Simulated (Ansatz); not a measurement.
# Effect of uniaxial strain ε_zz = +1.80 % on BaTiO3

The reference is BaTiO3 in the cubic perovskite structure (space group Pm-3m, No. 221; a = 3.9346 Å). Axes: x, y, z lie along the cube axes.

Perturbation: uniaxial strain ε_zz = +1.80 %, all other strain components held at zero, atoms relaxed at fixed cell.

Computed with LDA (Ansatz, an electronic-structure program; PAW; 420 eV plane waves; scalar-relativistic without spin-orbit coupling). Γ-centred 8×8×8 mesh, Fermi–Dirac width 0.05 eV.

* **Shortest interatomic distance**: 1.967 Å (base 1.967 Å)
* **Energy relative to the base (free energy F)**: +4.1 meV/atom
* **Pressure (mean of the normal stresses, compression positive)**: -3.28 GPa (base -0.01 GPa)
* **Band gap**: 1.75 eV (base 1.83 eV)
* **Gap character**: indirect, A → Γ
* **Smallest direct gap**: 1.84 eV (base 1.87 eV)
* **Stress (xx, yy, zz, yz, xz, xy; compression positive)**: (-2.05, -2.05, -5.74, 0.00, 0.00, 0.00) GPa

Stability against distortions was not tested. The final runs are not spin-polarised. Many cubic perovskites are stable only at high temperature; tilts and polar distortions were not tested. This is not the structure that BaTiO3 has at room temperature and ambient pressure. Labels are those of the standard path for the cell's own space group.
